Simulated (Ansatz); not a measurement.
Here is the system:

End structure of a constructed model of the (111)B surface of 3C silicon carbide (in the relaxation 3 C–C bonds formed), C-terminated, (√3x√3)R30° C adatom at H3 (bottom of the slab: 3 H on 3 bottom sites):

```
CELL_PARAMETERS angstrom
      4.64569     2.68219     0.00000
     -4.64569     2.68219     0.00000
      0.00000     0.00000    27.00000
ATOMIC_POSITIONS crystal
  Si 0.00000 0.33333 0.35865
  Si 0.33333 0.00000 0.35865
  Si 0.66667 0.66667 0.35865
  C  0.00000 0.66667 0.38206
  C  0.33333 0.33333 0.38206
  C  0.66667 0.00000 0.38206
  Si 0.00000 0.66787 0.45221
  Si 0.33213 0.33213 0.45221
  Si 0.66787 0.00000 0.45221
  C  0.00000 0.00000 0.47725
  C  0.33333 0.66667 0.47476
  C  0.66667 0.33333 0.47476
  Si 0.00000 0.00000 0.54876
  Si 0.33333 0.66667 0.54428
  Si 0.66667 0.33333 0.54428
  C  0.00000 0.34364 0.56907
  C  0.34364 0.00000 0.56907
  C  0.65636 0.65636 0.56907
  Si 0.00000 0.38195 0.63901
  Si 0.38195 0.00000 0.63901
  Si 0.61805 0.61805 0.63901
  C  0.00000 0.72032 0.66278
  C  0.27968 0.27968 0.66278
  C  0.72032 0.00000 0.66278
  H  0.00000 0.33478 0.30309
  H  0.33478 0.00000 0.30309
  H  0.66522 0.66522 0.30309
  C  0.00000 0.00000 0.67270
```

Model: 28-atom slab, 10.6 Å thick at the start with caps and adatoms (thin: gaps and levels are the slab's own), 6x6x1 mesh, Fermi-Dirac 0.025 eV, dipole correction, 6 atoms held, the rest relaxed; symmetry of the start imposed; spin-polarised, no spin-orbit, no U. The slab shows no gap on its mesh. The starting moment vanished. In PBE it lies 0.16 eV a 1x1 cell over the lowest computed structure of the same composition ((√3x√3)R30° C adatom at T4).

Question: What work function of the top face does Ansatz (a first-principles code) with PBE give?

Answer: 4.35 eV
